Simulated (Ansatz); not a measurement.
Reference: BN (F-43m), r2SCAN, rigid bands (plane waves, PAW, scalar-relativistic; Ansatz, a quantum-chemistry and plane-wave program); axes and stresses refer to this cell.

```xyz
2
Lattice="0.0000 1.8028 1.8028 1.8028 0.0000 1.8028 1.8028 1.8028 0.0000" Properties=species:S:1:pos:R:3 pbc="T T T"
B      0.0000     0.0000     0.0000
N      0.9014     0.9014     0.9014
```

The band gap comes out as 5.01 eV, the Seebeck coefficient, p-type 1e19 cm⁻³ is 395 μV/K and the Seebeck coefficient, n-type 1e19 cm⁻³ comes out as -281 μV/K.

| Change | band gap | Seebeck coefficient, p-type 1e19 cm⁻³ | Seebeck coefficient, n-type 1e19 cm⁻³ |
|---|---|---|---|
| biaxial stress in (001) of 27 GPa (compression positive) | 4.67 eV | 338 μV/K | -246 μV/K |
| biaxial stress in (110) of -18 GPa (compression positive) | 4.78 eV | ___ | ___ |
| uniaxial stress along [001] of -27 GPa (compression positive) | ___ | 339 μV/K | -248 μV/K |
| uniaxial stress along [001] of -9 GPa (compression positive) | ___ | 342 μV/K | -248 μV/K |
| uniaxial stress along [111] of -27 GPa (compression positive) | 4.90 eV | 355 μV/K | -283 μV/K |
| uniaxial stress along [111] of -45 GPa (compression positive) | 4.82 eV | 354 μV/K | -285 μV/K |

**Question.** Fill in the missing entries.

**Answer.** 
- biaxial stress in (110) of -18 GPa (compression positive), Seebeck coefficient, p-type 1e19 cm⁻³: 309 μV/K
- biaxial stress in (110) of -18 GPa (compression positive), Seebeck coefficient, n-type 1e19 cm⁻³: -249 μV/K
- uniaxial stress along [001] of -27 GPa (compression positive), band gap: 4.59 eV
- uniaxial stress along [001] of -9 GPa (compression positive), band gap: 4.86 eV

Seebeck coefficients are for the stated density at 300 K, with one relaxation time for all states and whether or not that doping can be reached. Spin-orbit coupling is left out unless a row names it. Stresses and pressures are the targets of the relaxation.  The structure type is held under load, also where the real crystal would transform.
